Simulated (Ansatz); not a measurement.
Given:

Host crystal: anatase TiO2, with a band gap (PBE, scalar-relativistic without spin-orbit coupling).

End structure of H2O on the 1x1 (101) surface of anatase TiO2 (cut with top plane O), one in a 2x1 cell, started at the site 'hollow O-O-O over O at depth 4.4 Å':

```yaml
crystal:
  lattice:
    - [7.59752, 0.00000, 0.00000]
    - [1.89938, 5.20899, 0.00000]
    - [0.00000, 0.00000, 28.50000]
  atoms:
    - { symbol: O, position: [0.14089, 0.43645, 0.33526] }
    - { symbol: O, position: [0.64089, 0.43645, 0.33526] }
    - { symbol: Ti, position: [0.06428, 0.74287, 0.36727] }
    - { symbol: Ti, position: [0.56428, 0.74287, 0.36727] }
    - { symbol: O, position: [0.28898, 0.84409, 0.35911] }
    - { symbol: O, position: [0.78898, 0.84409, 0.35911] }
    - { symbol: O, position: [0.46828, 0.12690, 0.38395] }
    - { symbol: O, position: [0.96828, 0.12690, 0.38395] }
    - { symbol: Ti, position: [0.19890, 0.20438, 0.38398] }
    - { symbol: Ti, position: [0.69890, 0.20438, 0.38398] }
    - { symbol: O, position: [0.11103, 0.55589, 0.41952] }
    - { symbol: O, position: [0.61103, 0.55589, 0.41952] }
    - { symbol: O, position: [0.21927, 0.12291, 0.45736] }
    - { symbol: O, position: [0.71927, 0.12291, 0.45736] }
    - { symbol: Ti, position: [0.13570, 0.45890, 0.48910] }
    - { symbol: Ti, position: [0.63422, 0.46211, 0.48952] }
    - { symbol: O, position: [0.36477, 0.54045, 0.49148] }
    - { symbol: O, position: [0.86451, 0.54303, 0.49063] }
    - { symbol: O, position: [0.04285, 0.83111, 0.50886] }
    - { symbol: O, position: [0.54173, 0.83100, 0.50931] }
    - { symbol: Ti, position: [0.27162, 0.91079, 0.51152] }
    - { symbol: Ti, position: [0.77318, 0.91053, 0.50998] }
    - { symbol: O, position: [0.18567, 0.24965, 0.54228] }
    - { symbol: O, position: [0.68967, 0.25120, 0.54222] }
    - { symbol: O, position: [0.29303, 0.82134, 0.58278] }
    - { symbol: O, position: [0.79567, 0.82205, 0.57997] }
    - { symbol: Ti, position: [0.20736, 0.17506, 0.61428] }
    - { symbol: Ti, position: [0.70388, 0.18113, 0.61414] }
    - { symbol: O, position: [0.43470, 0.26098, 0.61326] }
    - { symbol: O, position: [0.93682, 0.25557, 0.61539] }
    - { symbol: O, position: [0.11305, 0.53978, 0.64126] }
    - { symbol: O, position: [0.61871, 0.53520, 0.64135] }
    - { symbol: Ti, position: [0.33936, 0.63859, 0.63785] }
    - { symbol: Ti, position: [0.84098, 0.64001, 0.63259] }
    - { symbol: O, position: [0.26808, 0.95976, 0.66604] }
    - { symbol: O, position: [0.75688, 0.95154, 0.66410] }
    - { symbol: O, position: [0.39037, 0.42540, 0.71033] }
    - { symbol: H, position: [0.52378, 0.32645, 0.71269] }
    - { symbol: H, position: [0.33116, 0.29413, 0.70891] }
```

Model: 39-atom slab, 9.4 Å thick at the start under the adsorbate (thin: gaps and levels are the slab's own), 3x4x1 mesh, Fermi-Dirac 0.01 eV, dipole correction, single point; no symmetry held, on the structure that PBE left; no spin, no spin-orbit, no U, no dispersion correction. At the end it is bonded to Ti. In PBE it is, or lies within 0.03 eV of, the lowest of the starts that converged; the order may differ at this level.

A negative adsorption energy means that the adsorbate is more stable on the surface than in its reference.

Task: Predict the change of the step from the bottom to the top vacuum level, against the clean slab from r2SCAN, at the PBE geometry (Ansatz, a program for electronic structure).

Result: -0.61 eV

Task: What is the computed adsorption energy against H2O(g) at the same level (r2SCAN, at the PBE geometry)?

Result: -0.82 eV

Task: Give the gap of the slab on its k-mesh at the level r2SCAN, at the PBE geometry.

Result: 2.86 eV

Task: Predict the highest filled level below the top vacuum level from r2SCAN, at the PBE geometry.

Result: 7.18 eV
